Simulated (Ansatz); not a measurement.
The parent structure is AlN in the zinc blende structure (space group F-43m, No. 216; a = 4.342 Å). Axes: x, y, z lie along the cube axes.

Computed with plane-wave PAW DFT at the LDA level (Ansatz, a program for electronic structure, 420 eV), scalar-relativistic without spin-orbit coupling.

For the base:

- Smallest direct gap: 4.39 eV
- Band gap: 3.25 eV

One thing is altered: compressive biaxial strain of 0.83 % in the plane normal to [111], as in epitaxy on a mismatched substrate; the out-of-plane cell vector and the atoms relax.

Task: What happens to the smallest direct gap?

Result: The smallest direct gap grows by 0.08 eV, from 4.39 eV to 4.47 eV.

Task: What does the calculation give for the band gap after the change?

Result: The band gap falls by 0.03 eV (3.25 eV → 3.22 eV).

No phonon test of stability was made. This is not the structure that AlN has at room temperature and ambient pressure.
